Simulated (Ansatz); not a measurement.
# Ansatz run on CaGe2Ru2 (I4mm, 5 atoms in the cell): self-consistent single point

Computed with PBEsol, default PAW files made with PBE (plane waves; Ansatz, a quantum-chemistry and plane-wave program).

This input was run:

Ansatz 0.2 input:
```yaml
# Ca(GeRu)2
crystal:
  lattice:
    - [-2.13696700, 2.13696700, 4.99934300]
    - [2.13696700, -2.13696700, 4.99934300]
    - [2.13696700, 2.13696700, -4.99934300]
  atoms:
    - { symbol: Ca, position: [0.00500100, 0.00500100, 0.00000000] }
    - { symbol: Ge, position: [0.36627000, 0.36627000, 0.00000000] }
    - { symbol: Ge, position: [0.63373000, 0.63373000, 0.00000000] }
    - { symbol: Ru, position: [0.75000000, 0.25000000, 0.50000000] }
    - { symbol: Ru, position: [0.25000000, 0.75000000, 0.50000000] }
basis:
  ecutwfc: 420.0
kpoints:
  mp_grid: { grid: [8, 8, 8] }
hamiltonian:
  xc: pbesol
  pseudopotentials: { kind: paw }
scf:
  occupations: { method: gaussian, width: 0.1 }
output:
  forces: true
  eigenvalues: true
  stress: true
```

Output (repeated stretches shortened):

```
WARN ansatz: RAYON_NUM_THREADS=1 ignored (pool sized by the plan → 1); use --threads N
Pseudopotentials: kind: paw
Pseudopotential: Ca, paw, valence charge 10
Pseudopotential: Ge, paw, valence charge 14
Pseudopotential: Ru, paw, valence charge 16
Crystal: 5 atoms, lattice volume = 91.321 Å³
Basis set: ecut = 420 eV, 1769 PW (Γ), exchange–correlation on 80×80×80 points (8 copies of the dense FFT grid, shifted against one another)
Bands: 42, of which v1, the nominal top of the filled ones, is band 35 counted from 1 (34 counted from 0)
Symmetry: 8 space group operations
Space group: I4mm (ITA 107), of the structure as read, at distance tolerance 4.5e-5 Å
k-points: 59 of 512 (time reversal used)
PAW frozen core: Ca, regenerated for the run's functional, and the local potential with it
PAW frozen core: Ge, regenerated for the run's functional, and the local potential with it
PAW frozen core: Ru, regenerated for the run's functional, and the local potential with it
Initial density: superposition of atomic densities (neutral atoms: chi_scale 0, normalization atom), corrected by the library's trained network
Initial wavefunctions: pseudopotential atomic-orbital guess
Eigensolver: davidson
Functional: x = pbesol(κ = 0.804, μ = 0.12345679012345678), c = pbesol(β = 0.046)
SCF iter   1: F=—  HF=-21936.256786 eV  |F-HF|=—  |Δ(HF+E_count)|=         —  Δρ=6.23e-3  dr2=3.43e-2  ethr=1.77e-3  ⟨swp⟩=6.9  Hψ=9816  notcnv=0
all-band conjugate gradients solve this SCF's bands
preconditioner: auto → Kerker (q_TF=auto, 2.610 Å⁻¹)
SCF iter   2: F=—  HF=-21936.250104 eV  |F-HF|=—  |Δ(HF+E_count)|=   6.68e-3  Δρ=3.41e-3  dr2=1.24e-2  ethr=4.90e-5  ⟨swp⟩=2.1  Hψ=4582  notcnv=0  defer=1
SCF iter   3: F=—  HF=-21936.247819 eV  |F-HF|=—  |Δ(HF+E_count)|=   2.29e-3  Δρ=1.06e-3  dr2=1.24e-3  ethr=1.77e-5  ⟨swp⟩=2.0  Hψ=3070  notcnv=0  defer=1
SCF iter   4: F=—  HF=-21936.247537 eV  |F-HF|=—  |Δ(HF+E_count)|=   2.81e-4  Δρ=4.12e-4  dr2=2.04e-4  ethr=1.78e-6  ⟨swp⟩=2.2  Hψ=3848  notcnv=0  defer=1
SCF iter   5: F=—  HF=-21936.247521 eV  |F-HF|=—  |Δ(HF+E_count)|=   1.59e-5  Δρ=2.00e-4  dr2=4.81e-5  ethr=2.92e-7  ⟨swp⟩=2.0  Hψ=3921  notcnv=0  defer=1
SCF iter   6: F=—  HF=-21936.247506 eV  |F-HF|=—  |Δ(HF+E_count)|=   1.54e-5  Δρ=5.20e-5  dr2=3.50e-6  ethr=6.88e-8  ⟨swp⟩=2.0  Hψ=3884  notcnv=0  defer=1
SCF iter   7: F=—  HF=-21936.247505 eV  |F-HF|=—  |Δ(HF+E_count)|=   6.93e-7  Δρ=1.17e-5  dr2=1.78e-7  ethr=5.00e-9  ⟨swp⟩=2.0  Hψ=3849  notcnv=0  defer=1
SCF iter   8: F=-21936.247505 eV  HF=-21936.247505 eV  |F-HF|=8.88e-9  |Δ(HF+E_count)|=   3.32e-8  Δρ=3.67e-6  dr2=1.81e-8  ethr=1.43e-10  ⟨swp⟩=8.3  Hψ=9317  notcnv=0
SCF 1 converged in 8 iterations: F = -21936.247505 eV  dr2 = 1.81e-8
SCF converged after 8 iterations
Free energy (F): -21936.247505 eV
Harris-Foulkes:  -21936.247505 eV  (|F-HF|=8.88e-9)
Internal energy: -21936.235736 eV  (E = F + TS)
E sigma→0 (E₀):  -21936.241621 eV
Entropy (-TS):   -0.011769 eV (-2.354 meV/atom)
Fermi energy:    13.339816 eV
--- Per-component energies (eV) ---
  E_band       = -629.669192
  E_kinetic    = 1536.229437
  E_local      = -9101.769116  (includes V_loc(G=0)·N_el)
  E_nonlocal   = 1600.448161
  E_hartree    = 3628.061184
  E_xc         = -666.121548
  E_vxc        = -779.045134  (∫ρ·V_xc dr)
  E_paw        = -11597.468623  (= ΣΔE_a)
  E_vpaw       = -1141.647739  (= ΣTr[D̂ρ^β])
  E_aug_tail   = 0.000276  (compensation charges beyond the density's cutoff)
  E_ewald      = -7338.076766
  E_core_change = 2.461259  (= ΣΔE_core)
  E_smearing   = -0.011769  (= −TS)
  E_closure    = -0.000000  (closes the sum)
  Σ components = -21936.247505   (vs F -21936.247505, Δ=0.00e0)
--- Forces (eV/Å), atoms counted from 1 ---
  atom   1  Ca     0.00000000     0.00000000    -0.13499657
  atom   2  Ge    -0.00000000    -0.00000000    -0.05398395
  atom   3  Ge     0.00000000    -0.00000000     0.09762091
  atom   4  Ru     0.00000000    -0.00000000     0.04567811
  atom   5  Ru    -0.00000000     0.00000000     0.04567811
  max |Σ_I F_I| component: 3.40e-6 eV/Å
--- Stress (GPa, compression-positive) ---
       -3.599447       0.000000      -0.000000
        0.000000      -3.599447      -0.000000
       -0.000000       0.000000      -2.952022
  P = ⅓ Tr σ = -3.3836 GPa (-33.836 kbar)
  The stress holds the Pulay correction. Without it, at fixed plane waves, as pw.x and ABINIT print it: P = -3.4134 GPa
--- Band table (eV; the first three rows and the last of 59) ---
  k-point 0: bands = ["-58.5081", "-58.4806", "-28.7114", "-28.7114", "-28.5455", "-28.5455", "-28.4777", "-28.4398", "-27.1189", "-10.6407", "-10.5979", "-10.5979", "-10.5524", "-10.5524", "-10.5511", "-10.5485", "-10.5306", "-10.5207", "-10.5149", [...]
  k-point 1: bands = ["-58.5060", "-58.4826", "-28.7148", "-28.6850", "-28.5736", "-28.5431", "-28.4746", "-28.4423", "-27.1183", "-10.6409", "-10.5996", "-10.5993", "-10.5556", "-10.5537", "-10.5497", "-10.5474", "-10.5302", "-10.5208", "-10.5154", [...]
  k-point 2: bands = ["-58.5011", "-58.4874", "-28.7230", "-28.6410", "-28.6209", "-28.5374", "-28.4672", "-28.4484", "-27.1169", "-10.6415", "-10.6042", "-10.6026", "-10.5603", "-10.5567", "-10.5490", "-10.5453", "-10.5284", "-10.5218", "-10.5160", [...]
  k-point 58: bands = ["-58.5081", "-58.4806", "-28.7114", "-28.7114", "-28.5455", "-28.5455", "-28.4800", "-28.4396", "-27.1162", "-10.6402", "-10.5978", "-10.5978", "-10.5563", "-10.5525", "-10.5525", "-10.5435", "-10.5254", "-10.5206", [...]
```

The run converged in 8 iterations.

The starting cell comes from a database of computed structures (which also holds hypothetical and non-ambient phases and stackings), without a prior relaxation at this level. Its lattice was rescaled by up to half a per cent. One atom was moved a little off its site on purpose. Spin polarisation is off. With a pressure of about -3 GPa the cell is away from its equilibrium volume at this level. Ansatz's pressure includes its estimate of the finite-basis (Pulay) stress.
